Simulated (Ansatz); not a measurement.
Consider a 16-atom cell of (Au,Pd) started in the face-centred cubic structure, site fractions Au 0.750, Pd 0.250, short-range order -0.06 among the nearest mixed sites of the first mixed sublattice (0 is random, a negative value favours unlike neighbours), space group Fmm2 at the end, an ordered arrangement that its symmetry holds. Its start:

```yaml
crystal:
  lattice:
    - [4.10936, 4.10936, 4.10936]
    - [4.10936, -4.10936, 4.10936]
    - [4.10869, -4.10936, -4.10869]
  atoms:
    - { symbol: Au, position: [0.00099, 0.75298, 0.74801] }
    - { symbol: Pd, position: [0.25006, 0.99983, 0.75023] }
    - { symbol: Au, position: [0.00298, 0.49702, 0.50199] }
    - { symbol: Pd, position: [0.50017, 0.24994, 0.75023] }
    - { symbol: Pd, position: [0.24990, 0.75010, 0.49981] }
    - { symbol: Au, position: [0.74702, 0.49901, 0.74801] }
    - { symbol: Au, position: [0.00105, 0.24707, 0.25399] }
    - { symbol: Au, position: [0.49901, 0.00099, 0.50199] }
    - { symbol: Au, position: [0.25293, 0.49895, 0.25399] }
    - { symbol: Pd, position: [0.74990, 0.25010, 0.49981] }
    - { symbol: Au, position: [0.49907, 0.74903, 0.25004] }
    - { symbol: Au, position: [0.99896, 0.00104, 0.99792] }
    - { symbol: Au, position: [0.25096, 0.24904, 0.99801] }
    - { symbol: Au, position: [0.75097, 0.00093, 0.25004] }
    - { symbol: Au, position: [0.49896, 0.50104, 0.99792] }
    - { symbol: Au, position: [0.74705, 0.75295, 0.99801] }
```

The mixing enthalpy is taken against the end members in the face-centred cubic type, relaxed in the same cell and mesh.

These are PBE (plane waves to 420 eV, PAW; Ansatz, a program for electronic structure) values and carry that method's errors. No spin–orbit coupling. Its k-point mesh 6×6×6, Fermi–Dirac width 0.05 eV.

```
end member  weight  volume per atom (Å³)
----------  ------  --------------------
Au           0.750                 17.98
Pd           0.250                 15.33
```

Q: Predict the alloy's volume, bond lengths and mixing enthalpy.

A: 
```
Item                                                                                                    Value
----------------------------------------------------------  -------------------------------------------------
volume per atom                                                                                      17.24 Å³
Au–Au bonds (within 1.22 times the sum of covalent radii)        2.912 Å on average, from 2.861 to 2.976 (53)
Au–Pd bonds (within 1.22 times the sum of covalent radii)        2.882 Å on average, from 2.861 to 2.917 (38)
Pd–Pd bonds (within 1.22 times the sum of covalent radii)         2.905 Å on average, from 2.901 to 2.906 (5)
mixing enthalpy per site of the mixed sublattice                                                      -66 meV
departure of the mean lattice parameter from Vegard's line  under 0.15 %, inside the noise of the relaxations
```
